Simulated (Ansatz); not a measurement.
Results of r²SCAN (PAW; Ansatz, a first-principles code) for LuAlN₂ (model structure, started from the ScAlN2 type, P3m1, No. 156, 4 atoms in the cell).

Run with plane-wave cutoff 560 eV, 12×12×6 k mesh (along the axes of the cell as run), Fermi–Dirac smearing 0.01 eV, scalar-relativistic PAW data made under PBE.

Cell (relaxed at this level):

```cif
data_AlLuN2
_chemical_formula_sum 'Lu1 N2 Al1'
_space_group_name_H-M_alt 'P3m1'
_space_group_IT_number 156
_space_group_name_Hall 'P 3 -2"'
_cell_length_a 3.39947
_cell_length_b 3.39947
_cell_length_c 5.38209
_cell_angle_alpha 90.000
_cell_angle_beta 90.000
_cell_angle_gamma 120.000
loop_
_atom_site_label
_atom_site_type_symbol
_atom_site_symmetry_multiplicity
_atom_site_Wyckoff_symbol
_atom_site_fract_x
_atom_site_fract_y
_atom_site_fract_z
_atom_site_occupancy
Lu1 Lu 1 b 0.33333 0.66667 0.99459 1
N1 N 1 b 0.33333 0.66667 0.41368 1
Al1 Al 1 c 0.66667 0.33333 0.50811 1
N2 N 1 c 0.66667 0.33333 0.85362 1
```

Predict the band gap and smallest direct gap on the k points sampled.


* **band gap**: 2.59 eV
* **smallest direct gap on the k points sampled**: 3.35 eV

Note: the relaxation could raise the start's symmetry but not lower it, so the cell can be a saddle point.

Spin–orbit coupling is not included.

Computed values are for the static lattice.

Cost on a shared machine: very roughly 60 core-seconds.

A model structure was made by putting elements into a prototype or built by hand; it is no filed structure, need not be a known phase, and can be a saddle point held by its symmetry.
